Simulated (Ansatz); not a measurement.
Take TaS$_{2}$ in the CdI2 type structure (space group P-3m1, No. 164; a = 3.3313 Å, c = 5.7846 Å; layered, stacked along the Cartesian z axis; relaxed with 0.1 eV smearing) as the base. Axes: x lies along a and z along c of the hexagonal cell.

Calculations: PBE-D3(BJ), PAW, 420 eV (Ansatz, a program for electronic structure; no spin-orbit coupling).

Base values:

The pressure is 0.0 GPa and the shortest interatomic distance is 2.466 Å.

Now apply this change: biaxial strain +0.67 %, plane normal [001], relaxed out of plane (Cartesian); in-plane vectors clamped, the third vector and the atoms free.

How does this affect the pressure, out-of-plane strain and shortest interatomic distance?

The pressure (mean of the normal stresses, compression positive) goes from zero to -0.9 GPa; the out-of-plane strain is -0.28 %; the shortest interatomic distance grows by 0.004 Å (2.466 Å → 2.470 Å).

Stability against distortions was not tested. All final runs are without spin polarisation. An odd electron count without spin: TaS2.
